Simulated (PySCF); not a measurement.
PySCF 2.14.0, B3LYP/def2-svp, df: cluster of 7 water molecules, 21 atoms. The geometry is a generated start, not checked to be a minimum at this level.

- task = energy
- method = b3lyp
- basis = def2-svp
- two-electron scheme = density fitting
- mol.max_memory = 3000 MB
- mf.init_guess = minao (default)
- mf.DIIS = CDIIS (default)
- mf.diis_space = 8 (default)
- mf.conv_tol = 1e-09 (default)
- mf.grids.level = 3 (default)
- basis functions = 168
- grid points = 235888

Hardware: Arm Neoverse V2, 96 cores on 1 socket, no SMT, 1 L3 cache group.

Times are wall-clock medians of two to five repeats, from the common launch until the last copy ends, with nothing else on the machine. Unless noted, each process is bound to its own block of adjacent cores. The build: PyPI wheel: OpenMP (GNU), a bundled serial OpenBLAS 0.3.3 under its C layer, NumPy's threaded OpenBLAS held to generic ARMv8 kernels, libcint, Libxc; another build can shift the numbers. Scratch files lie in a memory file system.

Ways to fill 88 cores (the node offers 329 GiB):
- 2 copies of 44 threads, 1 BLAS thread
- 11 copies of 8 threads, 1 BLAS thread
- 44 copies of 2 threads, 1 BLAS thread
- 4 copies of 22 threads, 1 BLAS thread
- 22 copies of 4 threads, 1 BLAS thread
- 88 threads, 1 BLAS thread

Q: For throughput over a long queue of such jobs, how should the node be filled?

A: 44 copies of 2 threads, 1 BLAS thread: 6200 jobs an hour. At the low end 88 threads, 1 BLAS thread gives 1200. The best is the narrowest job tried, and narrower ones have no timing here.

```json
[
 {"way": "44 copies of 2 threads, 1 BLAS thread", "time till all copies end": "25 s", "jobs an hour": "6200", "memory in all, scratch files included": "27 GiB"},
 {"way": "22 copies of 4 threads, 1 BLAS thread", "time till all copies end": "14 s", "jobs an hour": "5700", "memory in all, scratch files included": "14 GiB"},
 {"way": "11 copies of 8 threads, 1 BLAS thread", "time till all copies end": "8.0 s", "jobs an hour": "5000", "memory in all, scratch files included": "7.0 GiB"},
 {"way": "4 copies of 22 threads, 1 BLAS thread", "time till all copies end": "4.1 s", "jobs an hour": "3500", "memory in all, scratch files included": "2.6 GiB"},
 {"way": "2 copies of 44 threads, 1 BLAS thread", "time till all copies end": "3.0 s", "jobs an hour": "2400", "memory in all, scratch files included": "1.3 GiB"},
 {"way": "88 threads, 1 BLAS thread", "time till all copies end": "3.1 s", "jobs an hour": "1200", "memory in all, scratch files included": "0.73 GiB"}
]
```

1 planned setting was not run, for want of time.
